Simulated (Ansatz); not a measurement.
Cells marked so need not be the phases stable at ambient conditions, and some may be hypothetical.

No gap correction and no spin-orbit coupling; mid-gap values are interpolated between computed energies.

A. PtCl2 (R-3m, not sure to be the ambient phase, 18 atoms a cell, 23.8 Å³ an atom, -2 GPa at this level), along the normal of (101)
B. K5CuSb2 (R-3m, not sure to be the ambient phase, 8 atoms a cell, 35.9 Å³ an atom), along the normal of (101)
C. PdCl₂ (R-3, not sure to be the ambient phase, 18 atoms a cell, 23.2 Å³ an atom, -2 GPa at this level), along the normal of (101)

### Question
Rank these by mid-gap decay constant of the slowest evanescent state (highest first), as Ansatz (a quantum-chemistry and plane-wave program) with PBEsol gives it.

### Answer
A (0.36 1/Å), C (0.28 1/Å), B (0.12 1/Å)
